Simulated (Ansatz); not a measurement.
Mg3PN (model structure, from the cubic perovskite type, Pm-3m, No. 221) was calculated with G0W0@PBEsol (Ansatz, an electronic-structure program, hard PAW, contour deformation).

The same calculation (at the PBEsol cell, 14.323 Å³/atom) with different numerical settings; throughout: k mesh 2×2×2:

```tsv
run	response cutoff (eV)	empty bands	quasiparticle gap on the mesh (eV)	quasiparticle gap at Γ (eV)	rough time
1	100	299	2.071	2.071	20 core-s
2	150	549	2.173	2.173	70 core-s
3	200	845	2.233	2.233	3 core-min
4	250	1181	2.264	2.264	8 core-min
5	300	1552	2.285	2.285	20 core-min
6	400	2390	…	…	40 core-min
```

Question: What belongs in the gaps?

Answer: 
- 6, quasiparticle gap on the mesh (eV): 2.309
- 6, quasiparticle gap at Γ (eV): 2.309

In the column quasiparticle gap on the mesh (eV) the first row differs from the last by -0.238 and the next to last by -0.024.

The last row is no converged limit: other settings stay fixed.

A model structure was made by putting elements into a prototype or built by hand; it is no filed structure, need not be a known phase, and can be a saddle point held by its symmetry.
